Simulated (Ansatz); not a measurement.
Results of r²SCAN+rVV10 (PAW; Ansatz, a program for electronic structure) for Sb (model structure, I-43m, No. 217, 4 atoms in the cell).

Numerical settings: plane-wave cutoff 560 eV, 8×8×8 k mesh, Fermi–Dirac smearing 0.01 eV, scalar-relativistic PAW data made under PBE.

Cell (relaxed at this level):

```
CELL_PARAMETERS angstrom
     -3.44813     3.44813     3.44813
      3.44813    -3.44813     3.44813
      3.44813     3.44813    -3.44813
ATOMIC_POSITIONS crystal
  Sb 0.70810 0.00000 0.00000
  Sb 0.00000 0.70810 0.00000
  Sb 0.00000 0.00000 0.70810
  Sb 0.29190 0.29190 0.29190
```

Problem. Estimate the band gap that the calculation returns.

Solution. 
- band gap: 1.14 eV

Note: the relaxation could raise the start's symmetry but not lower it, so the cell can be a saddle point.

Spin–orbit coupling is not included; with these elements it can move the gap by several tenths of an eV or more.

Computed values are for the static lattice.

The result took around 30 core-seconds (rough).

A model structure was made by putting elements into a prototype or built by hand; it is no filed structure, need not be a known phase, and can be a saddle point held by its symmetry.
